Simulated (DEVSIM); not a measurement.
System: Si n-i-p diode, at 300 K.

```tsv
layer (left to right)	material	thickness (μm)	Nd (cm⁻³)	Na (cm⁻³)	τn (s)	τp (s)
1	Si	0.620	1e19	-	5.7e-6	5.7e-6
2	Si	36.0	-	1.5e12	5.7e-6	5.7e-6
3	Si	2.60	-	2.4e18	5.7e-6	5.7e-6
```

Left contact: ohmic. Right contact: ohmic. Voltage is applied to the left contact. Recombination: SRH at mid-gap. Mobility is μmin + (μ − μmin)/(1 + (N/Nref)^α).

The device is made up for the run: typed textbook-type constants, with dimensions and the other settings drawn at random. Values at 300 K. The table also holds parameters that only a changed run uses.

```csv
parameter,Si
gap (eV),1.124
affinity (eV),4.05
permittivity,11.7
Nc (cm⁻³),2.86e19
Nv (cm⁻³),3.1e19
μn (cm²/Vs),1417
μp (cm²/Vs),470
"μn,min",52
"μp,min",45
"Nref,n",9.7e16
"Nref,p",2.2e17
αn,0.68
αp,0.72
Cn (cm⁶/s),2.8e-31
Cp (cm⁶/s),9.9e-32
```

DEVSIM, 1D drift-diffusion, Boltzmann statistics, complete ionisation; no tunnelling, impact ionisation, image-force lowering or self-heating.

Base results: dark forward voltage at 100 A/cm² (V) 0.877; potential step across the device at zero bias (V) 1.031; dark forward voltage at 1 A/cm² (V) 0.726.

Problem. What follows from this one change: doping Nd of layer 1 1e+19 → 3e+17 cm^-3?

Solution. dark forward voltage at 100 A/cm² 0.877 → 0.839 V; potential step across the device at zero bias 1.031 → 0.940 V; dark forward voltage at 1 A/cm² 0.726 → 0.671 V.

Problem. What follows from this one change: constant mobility in place of the doping-dependent one?

Solution. dark forward voltage at 100 A/cm² 0.877 → 0.837 V; potential step across the device at zero bias little changed (1.031 V); dark forward voltage at 1 A/cm² 0.726 → 0.694 V.
